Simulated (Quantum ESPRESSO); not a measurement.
Quantum ESPRESSO run on Si2Ni (Fm-3m, 3 atoms in the cell): self-consistent single point.

Method of the run: PBEsol, PSlibrary PAW (PBE) pseudopotentials (plane waves; Quantum ESPRESSO).

```xyz
3
Lattice="-2.6848 0.0000 2.6848 0.0000 2.6848 2.6848 -2.6848 2.6848 0.0000" Properties=species:S:1:pos:R:3 pbc="T T T"
Si    -1.3424     1.3424     1.3424
Si    -4.0272     4.0272     4.0272
Ni     0.0000     0.0000     0.0000
```

Reference input (self-consistent single point, DFT, PBE, plane waves, PSlibrary PAW (PBE) pseudopotentials): ecutwfc = 50 Ry; ecutrho = 300 Ry; occupations = smearing; smearing = gaussian; degauss = 0.019992 Ry; potentials = {Si: Si.pbe-n-kjpaw_psl.1.0.0.UPF, Ni: Ni.pbe-n-kjpaw_psl.1.0.0.UPF}; K_POINTS = automatic 9 9 9 0 0 0; conv_thr = 1e-09 Ry; mixing_beta = 0.3. This run's input differs from it in these lines:

```diff
@@ -19,2 +19,3 @@
  degauss = 0.019992
+ input_dft = 'pbesol'
 /
```

Output, abridged:

```
     Self-consistent Calculation

     iteration #  1     ecut=    50.00 Ry     beta= 0.30

---- Real-time Memory Report at c_bands before calling an iterative solver
           123 MiB given to the printing process from OS
            38 MiB allocation reported by mallinfo(arena+hblkhd)
------------------

     total energy              =    -274.51241258 Ry
     estimated scf accuracy    <       0.31060975 Ry

     iteration #  2     ecut=    50.00 Ry     beta= 0.30

---- Real-time Memory Report at c_bands before calling an iterative solver
           140 MiB given to the printing process from OS
   [... lines left out ...]

---- Real-time Memory Report at c_bands before calling an iterative solver
           143 MiB given to the printing process from OS
            49 MiB allocation reported by mallinfo(arena+hblkhd)
------------------

     total energy              =    -274.60162660 Ry
     estimated scf accuracy    <          3.9E-09 Ry

     iteration # 15     ecut=    50.00 Ry     beta= 0.30

---- Real-time Memory Report at c_bands before calling an iterative solver
           143 MiB given to the printing process from OS
            49 MiB allocation reported by mallinfo(arena+hblkhd)
------------------
     End of self-consistent calculation

     the Fermi energy is    12.2765 ev

!    total energy              =    -274.60162660 Ry
     estimated scf accuracy    <          9.4E-10 Ry
     smearing contrib. (-TS)   =      -0.00267641 Ry
     internal energy E=F+TS    =    -274.59895020 Ry

      -> PAW hartree energy AE =      96.35695415 Ry
      -> PAW hartree energy PS =     -96.02121765 Ry
      -> PAW xc energy AE      =    -205.05389408 Ry
      -> PAW xc energy PS      =      52.55850488 Ry
      -> total E_H with PAW    =      32.45610886 Ry
      -> total E_XC with PAW   =    -206.22924419 Ry

     convergence has been achieved in  15 iterations

     Forces acting on atoms (cartesian axes, Ry/au):

     atom    1 type  1   force =     0.00000000    0.00000000   -0.00000000
   [... zero for the other atoms too ...]

     Total force =     0.000000     Total SCF correction =     0.000000

          total   stress  (Ry/bohr**3)                   (kbar)     P=       18.65
   0.00012681   0.00000000   0.00000000           18.65        0.00        0.00
   0.00000000   0.00012681  -0.00000000            0.00       18.65       -0.00
   0.00000000  -0.00000000   0.00012681            0.00       -0.00       18.65

   JOB DONE.
```

The run converged in 15 iterations. Against the reference run the pressure goes from 6.66 to 1.87 GPa.

The starting cell comes from a database of computed structures (which also holds hypothetical and non-ambient phases and stackings), without a prior relaxation at this level. Its lattice was rescaled by a random factor within 2.5 % of one. Spin polarisation is off.
